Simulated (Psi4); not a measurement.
Psi4 1.11, PBE0/def2-tzvp: Be(Cl) ([Be+][Cl]), charge +1, multiplicity 1, 2 atoms. The geometry is a generated start, not checked to be a minimum at this level.

```json
{
  "task": "energy",
  "method": "pbe0",
  "basis": "def2-tzvp",
  "memory": "3 GB",
  "maxiter": "100",
  "keys_of_the_molecule_block": "symmetry c1",
  "scf_type": "df (default)",
  "e_convergence": "1e-06 (default)",
  "d_convergence": "1e-06 (default)",
  "dft_radial_points": "75 (default)",
  "dft_spherical_points": "302 (default)",
  "basis_functions": "56",
  "grid_points": "43872"
}
```

```xyz
2

Be    -0.4892    -0.4823    -0.4679
Cl     0.4892     0.4823     0.4679
```

Charge 1 and multiplicity 1 are set for this test and not shown to be the ground state.

With the defaults (diis = true, scf_initial_accelerator = adiis, damping_percentage = 0, soscf = false, soscf_start_convergence = 0.01, guess = auto, which took SAD, diis_max_vecs = 10, level_shift = 0, level_shift_cutoff = 0.01) it converges in 7 SCF iterations. One run each on 2 threads, with these changes:
- soscf = true, soscf_start_convergence = 0.001
- guess = sap
- diis = false, scf_initial_accelerator = none, damping_percentage = 60
- damping_percentage = 20
- guess = modhuckel
- diis_max_vecs = 3
- scf_initial_accelerator = none
- level_shift = 0.5, level_shift_cutoff = 0.001
- damping_percentage = 60

Question: Which runs fail or end elsewhere than the default run?

Answer: No convergence: diis = false, scf_initial_accelerator = none, damping_percentage = 60 (the run ends without SCF convergence in 100 iterations). The rest reach the solution of the defaults.

```csv
setting,SCF iterations,JK calls,end
the defaults,7,8,same solution
"soscf = true, soscf_start_convergence = 0.001",7,18,same solution
scf_initial_accelerator = none,7,8,same solution
diis_max_vecs = 3,7,8,same solution
guess = sap,7,7,same solution
guess = modhuckel,8,21,same solution
"level_shift = 0.5, level_shift_cutoff = 0.001",8,9,same solution
damping_percentage = 20,15,16,same solution
damping_percentage = 60,95,96,same solution
"diis = false, scf_initial_accelerator = none, damping_percentage = 60",100,101,no convergence
```

An SOSCF iteration holds several JK calls; a Hückel guess adds calls on atoms.
